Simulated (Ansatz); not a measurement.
Consider WC (space group P-6m2, No. 187; a = 2.922 Å, c = 2.846 Å; relaxed with 0.1 eV smearing). Axes: x lies along a and z along c of the hexagonal cell.

(Cell as relaxed with PBE.)

Levels (all Ansatz, an electronic-structure program, PAW): PBE (420 eV, no spin-orbit coupling); r2SCAN (500 eV, without spin-orbit coupling).

Each level relaxes its own structure.

```tsv
base	PBE	r2SCAN
volume per atom	10.53 Å³	10.42 Å³
lattice parameter a	2.922 Å	2.913 Å
band gap	zero	zero
```

One thing is altered: tensile biaxial strain of 2.15 % in the plane normal to [001], as in epitaxy on a mismatched substrate; the out-of-plane cell vector and the atoms relax.

| quantity | PBE | r2SCAN |
|---|---|---|
| pressure (mean of the normal stresses, compression positive) | -11.3 GPa | … |
| volume per atom | 10.90 Å³ | … |

**Question.** Given the PBE results, estimate those of r2SCAN.

**Answer.** 
- pressure (mean of the normal stresses, compression positive), r2SCAN: -11.9 GPa
- volume per atom, r2SCAN: 10.79 Å³

PBE's pressure lies 0.67 GPa above r2SCAN's; PBE's volume per atom lies 0.11 Å³ above r2SCAN's (1.0 %). Neither level is exact; r2SCAN is the comparison here, not a measurement.

Stability against distortions was not tested. The final runs are not spin-polarised.
